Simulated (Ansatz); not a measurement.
Element substitutions in Lu

Start from Lu in the hcp (Mg type) structure (space group P6_3/mmc, No. 194; a = 3.5043 Å, c = 5.4522 Å).

Each row replaces one element on all its sites; cell and atoms are relaxed.

Calculations: r2SCAN (Ansatz, a program for electronic structure), scalar-relativistic without spin-orbit coupling.

For the base:

```
Item               Result
---------------  --------
Volume per atom  28.99 Å³
```

**Question.** The aim is a volume per atom between 15.39 Å³ and 16.94 Å³. Which of these changes reaches it?
A. Lu → Al
B. Lu → Ta
C. Lu → Y

**Answer.** A, Lu → Al. It gives 16.01 Å³; Lu → Y gives 33.46 Å³; Lu → Ta gives 18.48 Å³. Changes not listed may reach it too

No phonon test of stability was made. For Al and Ta in this form, whether it has been made was not checked. All final runs are without spin polarisation. This is not the structure that Al has at room temperature and ambient pressure. This is not the structure that Ta has at room temperature and ambient pressure.
